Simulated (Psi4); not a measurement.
Psi4 1.11, B3LYP/def2-svp, scf_type pk: Ga(OH)2(OSiH3) ([OH][Ga]([OH])[O][SiH3]), 10 atoms. The geometry is a generated start, not checked to be a minimum at this level.

```yaml
task: energy
method: b3lyp
basis: def2-svp
memory: 7 GB
e_convergence: 1e-08
d_convergence: 1e-07
guess: auto, which took SAD (default)
diis_max_vecs: 10 (default)
scf_initial_accelerator: adiis (default)
dft_radial_points: 75 (default)
dft_spherical_points: 302 (default)
basis_functions: 117
grid_points: 216188
```

```xyz
10

Ga     0.3965     0.9233     0.4181
O      1.7531     2.0133     0.4469
H      1.6263     2.8991     0.7885
O     -1.0447     1.1453     1.3746
H     -1.0421     1.7103     2.1453
O      0.4597    -0.4751    -0.5884
Si    -0.3931    -1.8006    -1.0474
H     -1.5198    -2.0583    -0.1454
H      0.6244    -2.8499    -0.9857
H     -0.8603    -1.5074    -2.4064
```

The reference run uses exact four-centre integrals (scf_type = pk). Each setting ran once; only counts and results are compared.

Settings tried, all else as in the reference:
- scf_type = cd, cholesky_tolerance = 0.0001 (default)
- scf_type = cd, cholesky_tolerance = 0.001
- scf_type = cd, cholesky_tolerance = 1e-05
- scf_type = dfdirj+cosx, cosx_radial_points_final = 50, cosx_spherical_points_final = 194
- scf_type = cd, cholesky_tolerance = 0.01
- scf_type = mem_df
- scf_type = dfdirj+cosx, cosx_radial_points_final = 25, cosx_spherical_points_final = 50
- scf_type = dfdirj+cosx, cosx_radial_points_final = 75, cosx_spherical_points_final = 302
- scf_type = dfdirj+cosx
- scf_type = cd, cholesky_tolerance = 1e-06
- scf_type = dfdirj+snlink
- scf_type = dfdirj+link

Q: Which settings reproduce the reference to 1.0 meV/atom in energy?

A: Within it: scf_type = cd, cholesky_tolerance = 1e-06; scf_type = mem_df; scf_type = dfdirj+cosx, cosx_radial_points_final = 75, cosx_spherical_points_final = 302; scf_type = dfdirj+link; scf_type = dfdirj+snlink; scf_type = dfdirj+cosx, cosx_radial_points_final = 50, cosx_spherical_points_final = 194; scf_type = cd, cholesky_tolerance = 1e-05. Outside: scf_type = dfdirj+cosx; scf_type = cd, cholesky_tolerance = 0.001; scf_type = cd, cholesky_tolerance = 0.0001 (default); scf_type = dfdirj+cosx, cosx_radial_points_final = 25, cosx_spherical_points_final = 50; scf_type = cd, cholesky_tolerance = 0.01.

```
setting                                                                                   energy against the reference
----------------------------------------------------------------------------------------  ----------------------------
scf_type = cd, cholesky_tolerance = 1e-06                                                             −0.0079 meV/atom
scf_type = mem_df                                                                                       −0.13 meV/atom
scf_type = dfdirj+cosx, cosx_radial_points_final = 75, cosx_spherical_points_final = 302                −0.30 meV/atom
scf_type = dfdirj+link                                                                                  −0.35 meV/atom
scf_type = dfdirj+snlink                                                                                −0.35 meV/atom
scf_type = dfdirj+cosx, cosx_radial_points_final = 50, cosx_spherical_points_final = 194                −0.40 meV/atom
scf_type = cd, cholesky_tolerance = 1e-05                                                               −0.73 meV/atom
scf_type = dfdirj+cosx                                                                                   −1.8 meV/atom
scf_type = cd, cholesky_tolerance = 0.001                                                                −2.7 meV/atom
scf_type = cd, cholesky_tolerance = 0.0001 (default)                                                     −3.0 meV/atom
scf_type = dfdirj+cosx, cosx_radial_points_final = 25, cosx_spherical_points_final = 50                  +5.7 meV/atom
scf_type = cd, cholesky_tolerance = 0.01                                                                 −370 meV/atom
```

Total energies are compared; such shifts often cancel in part in energy differences. The DFDIRJ builders fit J, which adds its shift to that of exchange. Psi4 runs the final COSX grid once, on the density of the start grid. Also tried and not ranked: scf_type = direct (same energy as a listed run). The tolerance is a choice made for this comparison.
